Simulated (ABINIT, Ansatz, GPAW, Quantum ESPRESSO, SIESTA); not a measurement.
## RbTl₃ (Fm-3m, 4 atoms in the cell) computed with different codes at matched settings

Self-consistent single point.

```xyz
4
Lattice="0.0000 4.1806 4.1806 4.1806 0.0000 4.1806 4.1806 4.1806 0.0000" Properties=species:S:1:pos:R:3 pbc="T T T"
Rb     0.0000     0.0000     0.0000
Tl     2.0903     2.0903     2.0903
Tl     6.2709     6.2709     6.2709
Tl     4.1806     4.1806     4.1806
```

All programs got the same cell, k-point mesh and kind of occupations (in Ansatz's words: kpoints.mp_grid.grid = 7 7 7; scf.occupations.method = gaussian; scf.occupations.width = 0.1 eV); potentials, basis and cutoffs are each program's usual ones.

```json
[
 {"code": "Quantum ESPRESSO", "model": "LDA (PZ), GBRV 1.5 ultrasoft (LDA) pseudopotentials", "pressure (GPa)": "-4.62", "k-points": "20", "cutoff": "40 Ry"},
 {"code": "GPAW", "model": "LDA (Perdew-Wang 92), GPAW PAW datasets LDA (gpaw-data 1.0.1)", "pressure (GPa)": "-3.81", "k-points": "20", "cutoff": "550 eV"},
 {"code": "Ansatz", "model": "LDA (PW92), PAW files made with PBE", "pressure (GPa)": "-3.64", "k-points": "20", "cutoff": "default"},
 {"code": "SIESTA", "model": "LDA PW92, numerical atomic orbitals DZP, PseudoDojo LDA standard norm-conserving potentials (rewritten from UPF to PSML)", "pressure (GPa)": "-3.68", "k-points": "172", "cutoff": "grid 350 Ry"},
 {"code": "ABINIT", "model": "LDA (PW92), norm-conserving pseudopotentials (PseudoDojo nc-sr-04 LDA standard)", "pressure (GPa)": "-3.67", "k-points": "20", "cutoff": "62 Ry"}
]
```

The spread over the programs that give each value: pressure within 0.98 GPa.

The starting cell comes from a database of computed structures (which also holds hypothetical and non-ambient phases and stackings), without a prior relaxation at this level. Its lattice was rescaled by a random factor within 2.5 % of one. On Ansatz's run: Spin-orbit coupling is off. In the base run, with a pressure of about -4 GPa the cell is away from its equilibrium volume at this level.

Q: Why do the programs differ, and what cannot be compared?

A: Differences of this kind can come from the potentials, where these differ, and from what each basis and cutoff leave unconverged. The zero of total energies and Fermi levels follows the potentials and each program's conventions, so they are not compared here. SIESTA uses small atom-centred bases, whose incompleteness enters pressures, forces and empty levels differently from a plane-wave cutoff. Ansatz's pressure is given at a fixed set of plane waves, as the other plane-wave codes print theirs. The same LDA comes in different parametrisations, which differ slightly. The programs reduce the same mesh by symmetry to different extents, which changes the work and not the result.

Left out of this page: Elk and FLEUR (not drawn, or without a comparable value).

Ansatz is a program for electronic structure.

Keys are those of Ansatz 0.2.
